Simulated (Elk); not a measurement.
Band structure of NiSb (P6_3/mmc, 8 atoms in the cell).

```yaml
crystal:
  lattice:
    - [3.60158, 0.00000, 0.00000]
    - [-1.80079, 3.11906, 0.00000]
    - [0.00000, 0.00000, 12.15039]
  atoms:
    - { symbol: Ni, position: [0.33333, 0.66667, 0.12500], spin: 2.0 }
    - { symbol: Ni, position: [0.66667, 0.33333, 0.62500], spin: 2.0 }
    - { symbol: Ni, position: [0.66667, 0.33333, 0.87500], spin: 2.0 }
    - { symbol: Ni, position: [0.33333, 0.66667, 0.37500], spin: 2.0 }
    - { symbol: Sb, position: [0.00000, 0.00000, 0.00000] }
    - { symbol: Sb, position: [0.00000, 0.00000, 0.50000] }
    - { symbol: Sb, position: [0.33333, 0.66667, 0.75000] }
    - { symbol: Sb, position: [0.66667, 0.33333, 0.25000] }
```
(The spins are starting values, not results.)

Method: PBE, all-electron FP-LAPW, Elk's shipped species files, APW+lo basis with extra local orbitals in Elk.

Settings: xctype = 20; spinpol = true; rgkmax = 7.5; stype = 0; swidth = 0.00499791 Ha; ngridk = 4 4 1; reducebf = 0.8; gmaxvr = 14 1/bohr; nxlo = 2; lorbcnd = true; rmtscf = 0.91; lmaxi = 2; nempty = 10 per atom; maxscl = 100.

The starting cell was generated: these elements placed on a structure prototype, without a prior relaxation; it need not be a known phase or ordering of this composition. Its lattice was rescaled by a random factor within 2.5 % of one. Spin-orbit coupling is off. The starting moments vanished: the run ended non-magnetic, which need not be the lowest state. Values depend on the basis (sphere radii, cutoffs, local orbitals), which need not be converged.

Levels in eV from the Fermi level, bands 59 to 66 of the first spin channel:
| point | 59 | 60 | 61 | 62 | 63 | 64 | 65 | 66 |
|---|---|---|---|---|---|---|---|---|
| Γ | -0.80 | 1.89 | 2.31 | 2.31 | 3.00 | 3.00 | 3.30 | 3.30 |
| M | -1.51 | -1.44 | -1.38 | -0.54 | -0.40 | 0.77 | 0.85 | 1.69 |
| K | -1.45 | -1.25 | -1.12 | -0.62 | -0.62 | -0.32 | -0.05 | -0.05 |
| A | 0.48 | 0.48 | 2.56 | 2.56 | 2.56 | 2.56 | 3.72 | 3.72 |
| L | -1.46 | -1.46 | -0.54 | -0.54 | -0.23 | -0.23 | 1.06 | 1.06 |
| H | -1.27 | -1.27 | -1.00 | -1.00 | -0.78 | -0.78 | 0.55 | 0.55 |

Bands cross the Fermi level along this path, so the cell is metallic at this level.

The net moment of the cell came out as 0.00 μB.
